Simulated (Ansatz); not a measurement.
Worked calculations on one periodic cell of amorphous Hf₁₈O₃₉La₂: Hf18O39La2, 59 atoms, volume 780.7 Å³, made by a melt-quench on the CHGNet potential and relaxed with DFT. O atoms were pushed apart under 1.9 Å during the dynamics, to hinder bonds among them. It is a model cell: composition and starting density were chosen by hand, and all elements were melted together. Cycles of charging were run to anneal it. Calculation: PBE, scalar-relativistic without spin-orbit coupling (plane waves to 420 eV, PAW; Ansatz, an electronic-structure program). Sampling: a 2×2×2 Γ-centred mesh; Fermi-Dirac width 0.02 eV; no spin polarisation. Its volume was held where the quench left it, its shape was free, and it stands at a mean pressure of 0.1 GPa with stress components up to 0.2 GPa; the relaxation ran on the zone centre alone. Its density went from a set 8.75 to 8.75 g/cm³. The cell is small and was quenched far faster than a real film, so it is one sample of the glass.

**Question.** Count formal charges (Hf +4, O -2, La +3). What does the count lead one to expect at the Fermi level, and what does the calculation give?

**Answer.** 18 × (+4) + 39 × (-2) + 2 × (+3) = 0. The charges balance, so the anion-derived valence states can be full and a gap can open. On this mesh the highest filled and lowest empty level lie 3.80 eV apart, the PBE gap of this cell, with a localised state at one edge or both.

Four energies for an added electron at PBE on the zone centre alone (charged cells in a uniform background, spin-polarised): neutral at the neutral geometry -317714.842 eV; charged at the neutral geometry -317698.966 eV; charged and relaxed -317699.206 eV; neutral at the charged geometry -317714.402 eV.

**Question.** Find the two relaxation energies and their sum, the reorganisation energy.

**Answer.** On charging: -317698.966 − (-317699.206) = 0.240 eV. On discharging: -317714.402 − (-317714.842) = 0.440 eV. The sum is 0.680 eV. The carrier's level spreads over 9 of the 59 atoms' worth, so it counts as partly localised, most on one Hf atom with neighbours O 2.07 Å, O 2.09 Å, O 2.10 Å, O 2.10 Å, O 2.24 Å, O 2.27 Å, O 2.40 Å (neutral geometry). The values are uncorrected: the image energy of a point charge in this cell, 2.84 × 14.40 / (2 × 9.2) = 2.2 eV before screening, is screened by electrons alone at the fixed geometry and by ions too after relaxing, and the carrier can be spread before it relaxes, so each term can be off by up to that value times 1/ε∞, some tenths of an eV. PBE's self-interaction favours spread-out carriers, so a hybrid can localise more.

Four energies for a hole at PBE on the zone centre alone (charged cells in a uniform background, spin-polarised): neutral at the neutral geometry -317714.842 eV; charged at the neutral geometry -317726.622 eV; charged and relaxed -317727.036 eV; neutral at the charged geometry -317713.951 eV.

**Question.** Find the two relaxation energies and their sum, the reorganisation energy.

**Answer.** On charging: -317726.622 − (-317727.036) = 0.414 eV. On discharging: -317713.951 − (-317714.842) = 0.891 eV. The sum is 1.305 eV. The carrier's level spreads over 4 of the 59 atoms' worth, so it counts as localised, most on one O atom with neighbours Hf 1.98 Å, Hf 2.13 Å, Hf 2.21 Å (neutral geometry). The values are uncorrected: the image energy of a point charge in this cell, 2.84 × 14.40 / (2 × 9.2) = 2.2 eV before screening, is screened by electrons alone at the fixed geometry and by ions too after relaxing, and the carrier can be spread before it relaxes, so each term can be off by up to that value times 1/ε∞, some tenths of an eV. PBE's self-interaction favours spread-out carriers, so a hybrid can localise more.
